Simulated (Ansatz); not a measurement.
The parent structure is LiF in the zinc blende structure (space group F-43m, No. 216; a = 4.290 Å; a hypothetical phase, not in the database extracts checked).

Computed with r2SCAN (Ansatz, a program for electronic structure), without spin-orbit coupling.

Before the change:

Band gap: 8.66 eV
Electron mass: 0.82 mₑ (at Γ)

It is then changed as follows: the cell is scaled by 1.0489 in all directions, atoms relaxed at fixed cell.

Q: How does this affect the band gap?

A: The band gap decreases by 0.77 eV, from 8.66 eV to 7.89 eV.

Q: Predict the new electron mass.

A: The electron mass changes from 0.82 mₑ (at Γ) to 0.79 mₑ (at Γ).

The cells carry an imposed strain or load. Masses are band curvatures over ±0.01 Å⁻¹ around the edge. Stability against distortions was not tested.
